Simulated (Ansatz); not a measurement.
Base system: CsBH₄ (space group F-43m, No. 216; a = 7.225 Å; a cell from a computed database, its experimental status unchecked).

Levels (all Ansatz, a quantum-chemistry and plane-wave program, PAW): PBEsol (420 eV, no spin-orbit coupling); HSE06 (420 eV, no SOC).

Its gap is 5.46 eV with PBEsol and 6.82 eV with HSE06.

Modification: hydrostatic tension (pressure −1 GPa).

With PBEsol the gap becomes 5.59 eV.

### Question
If the HSE06 correction stayed the same, what would the HSE06 gap be, and what does the HSE06 run give?

### Answer
A rigid correction of +1.36 eV gives 6.95 eV. The HSE06 run gives 6.93 eV, so the two effects roughly add.

Single points use the geometry relaxed with PBEsol. HSE06 gaps are upper bounds (no full band path). Load acts through the strain it causes; cell and atoms are relaxed under it. No phonon test of stability was made.
